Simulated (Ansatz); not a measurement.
The reference is CaF$_{2}$ in the rutile structure (space group P4_2/mnm, No. 136; a = 5.1550 Å, c = 3.5412 Å; a hypothetical phase, not in the database extracts checked). Axes: x, y, z lie along a, b, c of the conventional cell.

The change: compressive biaxial strain of 4.74 % in the plane normal to [001], as in epitaxy on a mismatched substrate; the out-of-plane cell vector and the atoms relax.

Levels (all Ansatz, an electronic-structure program, PAW): PBEsol (420 eV, spin-orbit coupling left out); r2SCAN (500 eV, without spin-orbit coupling); HSE06 (420 eV, no SOC).

One geometry, relaxed with PBEsol, under each level:

```csv
level,band gap,lowest conduction level above the VBM at special points,pressure
PBEsol,6.84 eV,Γ 6.84 eV; X 8.73 eV; Z 8.88 eV; R 8.94 eV,35.9 kbar
r2SCAN,7.65 eV,Γ 7.65 eV; X 9.54 eV; Z 9.67 eV; R 9.78 eV,46.3 kbar
HSE06,9.06 eV,Γ 9.06 eV; X 11.06 eV; Z 11.30 eV,–
```

Single points use the geometry relaxed with PBEsol. Their cutoffs differ, which shifts pressures a little. Stability against distortions was not tested.
